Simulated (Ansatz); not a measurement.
The starting structures come from a database of crystals and need not be the phases stable at ambient conditions.

Inside the gap of an insulator the Bloch states are evanescent, with a wavenumber k + iκ along the transport direction.

Consider the following.

```
In2O7Si2
1.0
    6.75066     0.00000     0.00000
   -3.37533     5.84624     0.00000
    3.37533     1.94875     5.51189
In Si O
4 4 14
Direct
  0.75000   0.37500   0.87500
  0.25000   0.37500   0.37500
  0.75000   0.37500   0.37500
  0.25000   0.87500   0.37500
  0.75000   0.87500   0.37500
  0.25000   0.87500   0.87500
  0.75000   0.87500   0.87500
  0.25000   0.37500   0.87500
  0.60784   0.80392   0.19608
  0.10784   0.55392   0.94608
  0.39216   0.19608   0.80392
  0.89216   0.94608   0.55392
  0.00000   0.80392   0.19608
  0.50000   0.55392   0.94608
  0.00000   0.19608   0.80392
  0.50000   0.94608   0.55392
  0.00000   0.19608   0.19608
  0.50000   0.94608   0.94608
  0.00000   0.80392   0.80392
  0.50000   0.55392   0.55392
  0.00000   0.50000   0.50000
  0.50000   0.25000   0.25000
```

Space group of this cell: Fd-3m. The cell is taken as given; by r2SCAN its mean pressure is -8.9 GPa.

Transport runs along the normal of the first two printed cell vectors, the (111) plane of the conventional cell.

The gap is the functional's own. No spin-orbit coupling. Mid-gap values are interpolated on the energy grid.

Task: State the band gap and the smallest decay constant κ at mid-gap according to r2SCAN (Ansatz, a program for electronic structure).

Result: Gap 2.37 eV on a 6×6×6 mesh; κ = 0.241 1/Å, at the zone centre.
